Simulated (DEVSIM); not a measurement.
Device: abrupt Si p-n junction, at 300 K.

```csv
layer (left to right),material,thickness (μm),Nd (cm⁻³),Na (cm⁻³),τn (s),τp (s)
1,Si,1.50,-,1e17,5.8e-6,5.8e-6
2,Si,3.10,1.4e15,-,5.8e-6,5.8e-6
```

Left contact: ohmic. Right contact: ohmic. Voltage is applied to the left contact. Recombination: SRH at mid-gap, radiative. Mobility is constant in doping.

The device is made up for the run: typed textbook-type constants, with dimensions and the other settings drawn at random. Values at 300 K.

| parameter | Si |
|---|---|
| gap (eV) | 1.124 |
| affinity (eV) | 4.05 |
| permittivity | 11.7 |
| Nc (cm⁻³) | 2.86e19 |
| Nv (cm⁻³) | 3.1e19 |
| μn (cm²/Vs) | 1417 |
| μp (cm²/Vs) | 470 |
| B (cm³/s) | 4.7e-15 |

DEVSIM, 1D drift-diffusion, Boltzmann statistics, complete ionisation; no tunnelling, impact ionisation, image-force lowering or self-heating.

Q: Tabulate band edges, carrier densities and field at -5.0 V on the left contact.

A: Energies count from the Fermi level of the right contact; mesh points crowd at the junctions.

| x (μm) | Ec (eV) | Ev (eV) | n (cm⁻³) | p (cm⁻³) | field (V/cm) |
|---|---|---|---|---|---|
| 0.000 | 5.976 | 4.852 | 1200 | 1.0e17 | ≈ 0 |
| 0.02375 | 5.976 | 4.852 | 1100 | 1.0e17 | ≈ 0 |
| 0.06656 | 5.976 | 4.852 | 1100 | 1.0e17 | ≈ 0 |
| 0.1540 | 5.976 | 4.852 | 1000 | 1.0e17 | ≈ 0 |
| 0.4014 | 5.976 | 4.852 | 840 | 1.0e17 | ≈ 0 |
| 0.7800 | 5.976 | 4.852 | 540 | 1.0e17 | ≈ 0 |
| 1.144 | 5.976 | 4.852 | 260 | 1.0e17 | ≈ 0 |
| 1.365 | 5.976 | 4.852 | < 1e2 | 1.0e17 | ≈ 0 |
| 1.443 | 5.973 | 4.849 | < 1e2 | 9.1e16 | -1900 |
| 1.481 | 5.938 | 4.814 | < 1e2 | 2.3e16 | -24000 |
| 1.502 | 5.861 | 4.737 | < 1e2 | 1.2e15 | -49000 |
| 1.540 | 5.678 | 4.554 | < 1e2 | 1.0e12 | -48000 |
| 1.602 | 5.379 | 4.255 | < 1e2 | 9600000 | -47000 |
| 1.726 | 4.813 | 3.689 | 260 | 7500 | -44000 |
| 2.083 | 3.373 | 2.249 | 970 | 7200 | -37000 |
| 2.677 | 1.580 | 0.456 | 3200 | 6200 | -24000 |
| 3.528 | 0.347 | -0.777 | 4.3e13 | 4200 | -5300 |
| 4.071 | 0.258 | -0.866 | 1.3e15 | 32000 | -100 |
| 4.396 | 0.257 | -0.867 | 1.4e15 | 63000 | ≈ 0 |
| 4.509 | 0.257 | -0.867 | 1.4e15 | 74000 | ≈ 0 |
| 4.566 | 0.257 | -0.867 | 1.4e15 | 80000 | ≈ 0 |
| 4.600 | 0.257 | -0.867 | 1.4e15 | 83000 | ≈ 0 |
